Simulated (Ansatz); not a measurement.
## HgO (model structure, started from the beta GaS type, P6₃/mmc, No. 194, 8 atoms in the cell): properties by level of theory

| level (code) | lattice parameter a (Å) | lattice parameter c (Å) |
|---|---|---|
| PBE (Ansatz) | … | … |
| PBEsol (Ansatz) | 3.772 | 11.406 |
| PBE-D3(BJ) (Ansatz) | 3.803 | 11.616 |

Q: Fill in the missing entries.

A: 
- PBE (Ansatz, an electronic-structure program), lattice parameter a (Å): 3.817
- PBE (Ansatz), lattice parameter c (Å): 12.244

Ansatz's density-functional and Hartree–Fock values are scalar-relativistic unless marked +SOC, with PAW data made under PBE.

Static lattice: no zero-point or thermal effects.

A model structure was made by putting elements into a prototype or built by hand; it is no filed structure, need not be a known phase, and can be a saddle point held by its symmetry.
